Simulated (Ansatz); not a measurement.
Mo: stress against strain

Mo (bcc, Im-3m, 15.642 Å³/atom and stress up to 0.01 GPa in the relaxed cell) under an equal strain ε in the (001) plane with the normal axis free, as in a coherent film. r2SCAN in Ansatz, a plane-wave DFT program (PAW, default set), 500 eV, 29×29×29 Γ-centred mesh, Fermi-Dirac smearing 0.10 eV. Stress is positive for a compressed cell.

Here s stands for strain and y for stress xx.

```csv
strain (%),stress xx (GPa)
-3.00,?
-1.50,8.58
-1.00,5.64
-0.50,2.77
0.00,0.00
0.50,-2.68
1.00,-5.27
1.50,-7.75
```

### Question
Fit y against s with a straight line, and predict the withheld value at s = -3.00.

### Answer
Means: s 0, y 0.184. About the means, the sum of products is -38.130 and the sum of squares of s is 7.0000; the slope is their ratio. Least squares gives y = 0.184 - 5.4471·s. Residuals (row less fit): 0.225, 0.009, -0.138, -0.184, -0.140, -0.007, 0.237; standard error 0.189 (degrees of freedom: 5). The slope gives the biaxial elastic modulus of this plane = about 540 GPa. At the withheld row, y = 0.184 - 5.4471 × (-3.0) = 16.525 GPa. The calculation gives 17.74 GPa, 1.215 GPa above the prediction (4.8 % of the range of y in the table). The row lies outside the fitted rows, so this is an extrapolation. From the scatter of the fitted rows alone, a prediction at this place has a standard error of 0.295 GPa, so the miss is 4.1 times that.

A polynomial of degree 2 through the 12 other runs of the series gives 17.90 there, so most of the miss is curvature that the fit leaves out. In a metal these values are sensitive to mesh and smearing; energies are taken to zero smearing, stresses follow the free energy. Rows are the converged runs of the series near zero and its far end; series whose fitted rows scatter by over a few per cent of the range, as at a crossing or softening among them, aren't shown in this form, nor equations of state whose B0' disagrees with the runs' pressures. Most that stay on the fit to the last digits aren't either.
